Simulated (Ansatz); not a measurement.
The parent structure is ZnS in the zinc blende structure (space group F-43m, No. 216).

```xyz
2
Lattice="0.0000 2.6785 2.6785 2.6785 0.0000 2.6785 2.6785 2.6785 0.0000" Properties=species:S:1:pos:R:3 pbc="T T T"
S      4.0177     4.0177     4.0177
Zn     0.0000     0.0000     0.0000
```

Method: Kohn–Sham DFT with the PBEsol functional, run in Ansatz (an electronic-structure program) with PAW and 420 eV plane waves, no spin-orbit coupling, earlier PAW set.

Before the change:

| Quantity | Value |
|---|---|
| Shortest interatomic distance | 2.320 Å |
| Valley order | Γ 2.08 eV; X along ⟨100⟩ 3.17 eV; L along ⟨111⟩ 3.23 eV |
| Hole mass | 0.18, 0.66, 0.66 mₑ (at Γ) |

Perturbation: cell and atoms relaxed at a pressure of 0.9 GPa.

Task: What happens to the shortest interatomic distance?

Result: The shortest interatomic distance shrinks by 0.009 Å to 2.311 Å.

Task: How does this affect the valley order?

Result: The valley order (the lowest conduction-band minima on the path, energy above the VBM, named in the base's zone) changes from Γ 2.08 eV; X along ⟨100⟩ 3.17 eV; L along ⟨111⟩ 3.23 eV to Γ 2.13 eV; X along ⟨100⟩ 3.15 eV; L along ⟨111⟩ 3.25 eV.

Task: How does this affect the hole mass?

Result: The hole mass (degenerate bands, along [100]) changes from 0.18, 0.66, 0.66 mₑ (at Γ) to 0.18, 0.65, 0.65 mₑ (at Γ).

The levels and masses belong to the bands next to the band gap. Load acts through the strain it causes; cell and atoms are relaxed under it. Masses are band curvatures over ±0.01 Å⁻¹ around the edge. Whether these cells are dynamically stable was not tested.
